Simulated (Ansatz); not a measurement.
# HfSi2, pressure series

Start from HfSi$_{2}$ (space group Cmcm, No. 63; a = 3.683 Å, b = 14.598 Å, c = 3.658 Å).

Cell and atoms are relaxed at each pressure.

Level of theory: PBE/PAW in Ansatz (an electronic-structure program), no SOC.

Notes on the quantities. enthalpy: H = E + PV relative to the base's energy.

| change | shortest interatomic distance | density | enthalpy |
|---|---|---|---|
| base | 4.575 bohr | 7.93 g/cm³ | – |
| pressure 0.9 GPa | 4.569 bohr | 7.98 g/cm³ | +0.09 eV/atom |
| pressure 2.1 GPa | 4.562 bohr | 8.05 g/cm³ | +0.21 eV/atom |
| pressure 4.5 GPa | ? | ? | +0.45 eV/atom |
| pressure 9 GPa | 4.527 bohr | 8.44 g/cm³ | +0.89 eV/atom |

Question: What belongs in the blanks?

Answer: 
- pressure 4.5 GPa, shortest interatomic distance: 4.549 bohr
- pressure 4.5 GPa, density: 8.19 g/cm³

Load acts through the strain it causes; cell and atoms are relaxed under it. Stability against distortions was not tested. No other phases were tried under pressure. All final runs are without spin polarisation.
